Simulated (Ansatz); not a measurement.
Defect migration in wurtzite AlN: interstitial Al, charge state +1. Method: PBE, PAW (plane waves to 420 eV; Ansatz, an electronic-structure program).

Cell of 72 host sites held at the relaxed PBE lattice; the Γ point alone; Fermi-Dirac width 0.01 eV, spin-restricted; finite-size errors left in. Static, classical nuclei. The charge state is imposed; whether it is stable for some Fermi level was not computed. Sites that were not tried may lie lower.

Barriers: single points on a 2×2×2 k-point mesh shifted by half a step along c at the bands' geometries (they differ from the bands' own by up to 0.66 eV, and are uncertain by about as much).

The step: several atoms move together, Al the farthest. Atoms about the jump, Cartesian Å from the middle of the jump, before and after:

```csv
atom,x0,y0,z0,x1,y1,z1
Al1,-0.20,-0.85,0.26,0.20,0.85,-0.26
N2,-1.76,0.25,0.04,-1.53,0.12,0.33
N3,1.43,0.10,0.24,1.39,0.17,1.01
N4,-0.10,-0.79,-2.19,-0.19,-0.92,-2.46
N5,-0.03,-2.74,0.04,-0.08,-2.60,0.31
Al6,-1.36,-1.52,2.24,-0.13,-0.99,1.22
Al7,1.49,0.13,-1.69,1.36,0.18,-2.24
Al8,-1.71,0.19,-1.83,-1.65,0.08,-1.79
Al9,-0.06,-2.68,-1.83,-0.09,-2.59,-1.64
Al10,-1.66,1.92,0.85,-1.73,1.97,0.99
Al11,1.44,1.89,0.88,1.63,2.06,1.22
N12,-0.09,2.84,0.32,-0.03,2.71,0.33
Al13,2.99,-0.79,0.88,3.04,-0.79,0.98
Al14,-3.21,-0.74,0.71,-3.23,-0.79,0.88
N15,-0.18,-0.83,3.51,-0.16,-0.86,3.06
Al16,1.47,-3.49,0.85,1.49,-3.50,0.89
Al17,-0.09,2.85,-1.60,-0.05,2.84,-1.79
```

Task: Give the saddle-point geometry and the barrier.

Result: 
```json
[
 {"atom": "Al1", "x": "-0.14", "y": "-0.47", "z": "-0.22"},
 {"atom": "N2", "x": "-1.61", "y": "-0.07", "z": "0.81"},
 {"atom": "N3", "x": "1.54", "y": "0.18", "z": "0.13"},
 {"atom": "N4", "x": "-0.02", "y": "-0.77", "z": "-2.17"},
 {"atom": "N5", "x": "-0.15", "y": "-2.46", "z": "0.29"},
 {"atom": "Al6", "x": "-0.97", "y": "-1.53", "z": "1.81"},
 {"atom": "Al7", "x": "1.65", "y": "0.22", "z": "-1.80"},
 {"atom": "Al8", "x": "-1.69", "y": "0.26", "z": "-2.11"},
 {"atom": "Al9", "x": "-0.08", "y": "-2.64", "z": "-1.73"},
 {"atom": "Al10", "x": "-1.64", "y": "1.87", "z": "0.95"},
 {"atom": "Al11", "x": "1.46", "y": "1.91", "z": "0.86"},
 {"atom": "N12", "x": "-0.11", "y": "2.82", "z": "0.32"},
 {"atom": "Al13", "x": "3.00", "y": "-0.77", "z": "0.87"},
 {"atom": "Al14", "x": "-3.32", "y": "-0.80", "z": "0.95"},
 {"atom": "N15", "x": "-0.12", "y": "-0.86", "z": "3.28"},
 {"atom": "Al16", "x": "1.47", "y": "-3.46", "z": "0.89"},
 {"atom": "Al17", "x": "-0.09", "y": "2.83", "z": "-1.61"}
]
```
It lies 1.85 eV above the start and 1.85 eV above the end. The program found a first-order saddle point.
